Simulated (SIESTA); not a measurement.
SIESTA run on ScCd3 (P6_3/mmc, 8 atoms in the cell): self-consistent single point

Method: GGA PBEsol, numerical atomic orbitals DZP, PseudoDojo PBEsol standard norm-conserving potentials (rewritten from UPF to PSML) (SIESTA 5.4.2).

Input as run:

```
# files in the folder: Sc.psml Cd.psml (PseudoDojo PBEsol standard)
SystemName  ScCd3
SystemLabel siesta

NumberOfAtoms                8
NumberOfSpecies              2
%block ChemicalSpeciesLabel
  1 21 Sc
  2 48 Cd
%endblock ChemicalSpeciesLabel
LatticeConstant              1.0 Ang
%block LatticeVectors
     6.295076000    0.000000000    0.000000000
    -3.147538000    5.451696000    0.000000000
     0.000000000    0.000000000    4.802418000
%endblock LatticeVectors
AtomicCoordinatesFormat      Ang
%block AtomicCoordinatesAndAtomicSpecies
    -0.000003148    3.634465817    1.200604500  1
     3.147541148    1.817230183    3.601813500  1
     3.147538000    3.642823267    1.200604500  2
     0.000000000    1.808872733    3.601813500  2
    -1.581008337    4.547259634    3.601813500  2
     4.728546337    0.904436366    1.200604500  2
     1.566529663    0.904436366    1.200604500  2
     1.581008337    4.547259634    3.601813500  2
%endblock AtomicCoordinatesAndAtomicSpecies

XC.functional                GGA
XC.authors                   PBEsol
PAO.BasisSize                DZP
PAO.EnergyShift              0.01 Ry
MeshCutoff                   350 Ry
%block kgrid.MonkhorstPack
    4   0   0  0.0
    0   4   0  0.0
    0   0   5  0.0
%endblock kgrid.MonkhorstPack
OccupationFunction           FD
ElectronicTemperature        1578.21 K

MaxSCFIterations             150
SCF.Mixer.Method             Broyden
SCF.Mixer.Weight             0.2
SCF.Mixer.History            8
SCF.DM.Tolerance             1.0E-04
Diag.ParallelOverK           true
WriteForces                  true
```

Output, abridged:

```
reinit: Reading from file input.fdf

reinit: System Name: ScCd3
reinit: System Label: siesta

coor:   Atomic-coordinates input format  =     Cartesian coordinates
coor:                                          (in Angstroms)

siesta: Atomic coordinates (Bohr) and species
siesta:     -0.00001   6.86815   2.26881  1        1
siesta:      5.94799   3.43407   6.80644  1        2
siesta:      5.94798   6.88394   2.26881  2        3
siesta:      0.00000   3.41827   6.80644  2        4
siesta:     -2.98767   8.59308   6.80644  2        5
siesta:      8.93566   1.70914   2.26881  2        6
siesta:      2.96031   1.70914   2.26881  2        7
siesta:      2.98767   8.59308   6.80644  2        8

siesta: System type = bulk

initatomlists: Number of atoms, orbitals, and projectors:      8   152   144

siesta: ******************** Simulation parameters ****************************
redata: Spin configuration                          = none
redata: Time-Reversal Symmetry                      = T
redata: Number of Atomic Species                    =        2
redata: Mesh Cutoff                                 =   350.0000 Ry
redata: Net charge of the system                    =     0.0000 |e|
redata: Min. number of SCF Iter                     =        0
redata: Max. number of SCF Iter                     =      150
redata: SCF convergence failure will abort job
redata: SCF mix quantity                            = Hamiltonian
redata: Mix DM or H after convergence               =   F
redata: Recompute H after scf cycle                 =   F
redata: Mix DM in first SCF step                    =   T
redata: No kicks to SCF
redata: DM Mixing Weight for Kicks                  =     0.5000
redata: Require Harris convergence for SCF          =   F
redata: Harris energy tolerance for SCF             =     0.000100 eV
redata: Require DM convergence for SCF              =   T
   [... lines left out ...]
diag: Parallel distribution                         =     1 x     1
diag: Used triangular part                          = Lower
diag: Absolute tolerance                            =  0.100E-15
diag: Orthogonalization factor                      =  0.100E-05
diag: Memory factor                                 =  1.0000

superc: Internal auxiliary supercell:     3 x     3 x     5  =      45
superc: Number of atoms, orbitals, and projectors:    360   6840   6480

                        Single-point calculation

superc: Internal auxiliary supercell:     3 x     3 x     5  =      45
superc: Number of atoms, orbitals, and projectors:    360   6840   6480

outcell: Unit cell vectors (Ang):
        6.295076    0.000000    0.000000
       -3.147538    5.451696    0.000000
        0.000000    0.000000    4.802418

outcell: Cell vector modules (Ang)   :    6.295076    6.295076    4.802418
outcell: Cell angles (23,13,12) (deg):     90.0000     90.0000    120.0000
outcell: Cell volume (Ang**3)        :    164.8134
new_DM -- step:     1
Initializing Density Matrix...

Attempting to read DM from file... Failed...
DM filled with atomic data:

InitMesh: MESH = 64 x 64 x 60 = 245760
InitMesh: Mesh cutoff (required, used) =   350.000   380.889 Ry

stepf: Fermi-Dirac step function
        iscf     Eharris(eV)        E_KS(eV)     FreeEng(eV)     dDmax    Ef(eV) dHmax(eV)
   scf:    1   -31129.138718   -31203.943431   -31204.251606  1.080560 -2.442500 13.655806
   scf:    2   -31235.773352   -31224.337911   -31224.619960  0.301037 -2.271707  5.263283
   scf:    3   -31229.879252   -31227.483031   -31227.774760  0.143144 -2.525218  2.027751
   scf:    4   -31228.306014   -31228.055348   -31228.357809  0.092169 -2.731100  0.090363
   scf:    5   -31228.054241   -31228.057836   -31228.360018  0.017063 -2.733129  0.203240
   scf:    6   -31228.047416   -31228.056195   -31228.360314  0.008021 -2.769930  0.202456
   scf:    7   -31228.061550   -31228.059717   -31228.362776  0.007082 -2.756933  0.029849
   scf:    8   -31228.059982   -31228.059910   -31228.362854  0.001477 -2.757713  0.013812
   scf:    9   -31228.059973   -31228.059942   -31228.362852  0.000130 -2.758232  0.013761
   scf:   10   -31228.059965   -31228.059955   -31228.362869  0.000232 -2.758601  0.008731
   scf:   11   -31228.059901   -31228.059931   -31228.362878  0.000319 -2.759033  0.000362
   scf:   12   -31228.059933   -31228.059932   -31228.362878  0.000030 -2.759098  0.000203
SCF Convergence by DM+H criterion
max |DM_out - DM_in|         :     0.0000298104
max |H_out - H_in|      (eV) :     0.0002034401
SCF cycle converged after 12 iterations

Using DM_out to compute the final energy and forces

siesta: E_KS(eV) =           -31228.0599

siesta: E_KS - E_eggbox =    -31228.0599

siesta: Atomic forces (eV/Ang):
     1    0.000024   -0.000014   -0.000000
     2   -0.000024    0.000014   -0.000000
     3   -0.000007    0.040143    0.000000
     4    0.000007   -0.040143    0.000000
     5   -0.034748    0.020062    0.000000
     6    0.034748   -0.020062    0.000000
     7   -0.034768   -0.020065    0.000000
     8    0.034768    0.020065    0.000000
   Tot    0.000000    0.000000   -0.000000
   Max    0.040143
   Res    0.020068    sqrt( Sum f_i^2 / 3N )
   Max    0.040143    constrained

Stress tensor Voigt[x,y,z,yz,xz,xy] (kbar):       47.60       47.72       30.54        0.00       -0.00        0.10
(Free)E + p*V (eV/cell)   -31232.6786
Target enthalpy (eV/cell)   -31228.3629

siesta: Program's energy decomposition (eV):
siesta: Ebs     =     -5036.961696
siesta: Eions   =     45037.484641
siesta: Ena     =      6140.157508
siesta: Ekin    =     10980.392728
siesta: Enl     =       767.517847
siesta: Eso     =         0.000000
siesta: Edftu   =         0.000000
siesta: DEna    =       280.063307
siesta: DUscf   =         6.679675
siesta: DUext   =         0.000000
siesta: Ex      =     -4098.634950
siesta: Ec      =      -266.751407
siesta: Exc     =     -4365.386356
siesta: Eharris =    -31228.059933
siesta: Etot    =    -31228.059932
siesta: FreeEng =    -31228.362878

siesta: Atomic forces (eV/Ang):
siesta:      1    0.000024   -0.000014   -0.000000
siesta:      2   -0.000024    0.000014   -0.000000
siesta:      3   -0.000007    0.040143    0.000000
siesta:      4    0.000007   -0.040143    0.000000
siesta:      5   -0.034748    0.020062    0.000000
siesta:      6    0.034748   -0.020062    0.000000
siesta:      7   -0.034768   -0.020065    0.000000
siesta:      8    0.034768    0.020065    0.000000
siesta: ----------------------------------------
siesta:    Tot    0.000000    0.000000   -0.000000

siesta: Stress tensor (static) (eV/Ang**3):
siesta:     0.029712    0.000061    0.000000
siesta:     0.000061    0.029783   -0.000000
siesta:    -0.000000    0.000000    0.019061

siesta: Cell volume =        164.813418 Ang**3

siesta: Pressure (static):
siesta:                Solid            Molecule  Units
siesta:          -0.00028520         -0.00029487  Ry/Bohr**3
siesta:          -0.02618544         -0.02707416  eV/Ang**3
siesta:         -41.95369805        -43.37758612  kBar
```

The run converged in 12 iterations.

The starting cell comes from a database of computed structures (which also holds hypothetical and non-ambient phases and stackings), without a prior relaxation at this level. Its lattice was rescaled by a random factor within 2.5 % of one. Values carry the incompleteness of an atom-centred basis. With a pressure of about -4 GPa the cell is away from its equilibrium volume at this level.

Cost on one core of a shared machine: roughly 50 s.
